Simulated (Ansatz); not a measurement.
## HgTe: strain along the normal

HgTe (zinc blende, F-43m, 33.308 Å³/atom at rest) under an equal strain ε in the (001) plane with the normal axis free, as in a coherent film. LDA in Ansatz, a plane-wave DFT program (PAW, default set), 420 eV, 9×9×9 Γ-centred mesh, Fermi-Dirac smearing 0.05 eV; ions are relaxed within the symmetry of each cell.

Here s stands for strain and y for normal strain.

| strain (%) | normal strain (%) |
|---|---|
| -3.00 | ? |
| -1.50 | 2.12 |
| -1.00 | 1.42 |
| -0.50 | 0.71 |
| 0.00 | 0.00 |
| 0.50 | -0.71 |
| 1.00 | -1.44 |
| 1.50 | -2.16 |

Question: Fit y against s with a straight line, and predict the withheld value at s = -3.00.

Answer: Means: s 0, y -0.009. About the means, the sum of products is -9.9900 and the sum of squares of s is 7.0000; the slope is their ratio. Least squares gives y = -0.009 - 1.4271·s. Residuals (row less fit): -0.012, 0.002, 0.005, 0.009, 0.013, -0.004, -0.010; standard error 0.010 (degrees of freedom: 5). The slope, -1.43 ± 0.00, is the elastic response of the normal axis, −2C12/C11 for this plane. At the withheld row, y = -0.009 - 1.4271 × (-3.0) = 4.272%. The calculation gives 4.20%, 0.072% below the prediction (1.1 % of the range of y in the table). The row lies outside the fitted rows, so this is an extrapolation. From the scatter of the fitted rows alone, a prediction at this place has a standard error of 0.016%, so the miss is 4.5 times that.

One order more, fitted to all 13 runs of the series, follows each within 0.01, so the miss is the next term of a smooth law. This level leaves no gap over 0.05 eV at strain -3.00, -1.50, -1.00, -0.50, 0.00, 0.50, where the mesh may be coarse. Rows are the converged runs of the series near zero and its far end; series whose fitted rows scatter by over a few per cent of the range, as at a crossing or softening among them, aren't shown in this form. Most that stay on the fit to the last digits aren't either.
